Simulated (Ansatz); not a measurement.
The starting structures come from a database of crystals and need not be the phases stable at ambient conditions.

Consider the following.

```xyz
16
Lattice="5.6444 0.0000 0.0000 -1.7550 7.0490 0.0000 1.5582 1.7688 5.1163" Properties=species:S:1:pos:R:3 pbc="T T T"
Ca     4.7093     6.7997     4.2935
Ca     0.7383     2.0181     0.8228
Si     5.4542     3.2124     4.1824
Si    -0.0066     5.6054     0.9339
Sn     2.7238     4.4089     2.5582
Sn     3.6013     0.8844     2.5582
O      2.5183     2.4850     2.1033
O      2.9293     6.3328     3.0131
O      4.2914     0.8013     0.5417
O      1.1562     8.0165     4.5746
O      1.0691     4.2437     3.8872
O      4.3786     4.5741     1.2291
O      1.4141     4.7490     0.9044
O      4.0335     4.0688     4.2119
O      0.0867     6.8394     2.0430
O      5.3609     1.9784     3.0733
```

Space group of this cell: P-1. The cell is taken as given; by PBEsol its mean pressure is -5.3 GPa.

Transport runs along the normal of the first two printed cell vectors.

The gap is the functional's own, uncorrected, and κ follows it; spin-orbit coupling is left out. Mid-gap values are interpolated between the computed energies.

### Question
State the band gap and the smallest decay constant κ at mid-gap according to PBEsol (Ansatz, a first-principles code).

### Answer
Gap 3.10 eV on a 6×6×6 mesh; κ = 0.318 1/Å, at the zone centre.
